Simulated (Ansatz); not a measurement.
TiAl3 (I4/mmm, No. 139), treated with r²SCAN (Ansatz, a quantum-chemistry and plane-wave program, plane waves, PAW).

The input as run:

Ansatz 0.2 input:
```yaml
crystal:
  lattice:
    - [-1.9121660639, 1.9121660639, 4.280283744]
    - [1.9121660639, -1.9121660639, 4.280283744]
    - [1.9121660639, 1.9121660639, -4.280283744]
  atoms:
    - { symbol: Ti, position: [0.0, 0.0, 0.0] }
    - { symbol: Al, position: [0.5, 0.5, 0.0] }
    - { symbol: Al, position: [0.75, 0.25, 0.5] }
    - { symbol: Al, position: [0.25, 0.75, 0.5] }
basis:
  ecutwfc: 560
  ecutrho_ratio: 4
  xc_grid: 3
kpoints:
  mp_grid: { grid: [20, 20, 20] }
hamiltonian:
  xc: r2scan
  dispersion: none
  pseudopotentials: { kind: paw }
scf:
  occupations: { method: fermi_dirac, width: 0.05 }
  convergence: { dr2_threshold: 0.0000000004 }
output:
  forces: true
  stress: true
  eigenvalues: true
```

Output (set-up and result lines):

```
Crystal: 4 atoms, lattice volume = 62.601 Å³
Basis set: ecut = 560 eV, 1897 PW (Γ), exchange–correlation on 120×120×120 points (27 copies of the dense FFT grid, shifted against one another)
Bands: 15, of which v1, the nominal top of the filled ones, is band 11 counted from 1 (10 counted from 0)
Symmetry: 16 space group operations
Space group: I4/mmm (ITA 139), of the structure as read, at distance tolerance 4.0e-5 Å
k-points: 641 of 8000
Functional: x = r2scan, c = r2scan; τ floored in thin density (d = 2e-4 eV/Å³)
SCF iter   1: F=—  HF=-4127.313812 eV  |F-HF|=—  |Δ(HF+E_count)|=         —  Δρ=1.25e-2  dr2=1.30e-1  dr2_τ=2.74e-2
SCF iter   2: F=—  HF=-4127.353485 eV  |F-HF|=—  |Δ(HF+E_count)|=   3.97e-2  Δρ=4.91e-3  dr2=1.82e-2  dr2_τ=3.45e-3
  ...
SCF iter   8: F=—  HF=-4127.352515 eV  |F-HF|=—  |Δ(HF+E_count)|=   1.10e-9  Δρ=5.74e-7  dr2=4.14e-10  dr2_τ=1.48e-11
SCF iter   9: F=-4127.352515 eV  HF=-4127.352515 eV  |F-HF|=5.64e-11  |Δ(HF+E_count)|=  9.09e-12  Δρ=2.76e-7  dr2=8.18e-11  dr2_τ=1.62e-12
SCF 1 converged in 9 iterations: F = -4127.352515 eV  dr2 = 8.18e-11
SCF converged after 9 iterations
Free energy (F): -4127.352515 eV
Internal energy: -4127.339279 eV  (E = F + TS)
E sigma→0 (E₀):  -4127.345897 eV
Fermi energy:    9.703520 eV
--- Forces (eV/Å), atoms counted from 1 ---
  atom   1  Ti     0.00000000     0.00000000     0.00000000
  atom   2  Al     0.00000000     0.00000000     0.00000000
  atom   3  Al     0.00000000    -0.00000000     0.00000000
  atom   4  Al    -0.00000000    -0.00000000     0.00000000
--- Stress (GPa, compression-positive) ---
       -0.012394      -0.000000       0.000000
       -0.000000      -0.012394      -0.000000
        0.000000      -0.000000       0.011705
  P = ⅓ Tr σ = -0.0044 GPa (-0.044 kbar)
```

The PAW data were made under PBE.

It cost roughly 60 core-seconds of CPU time.
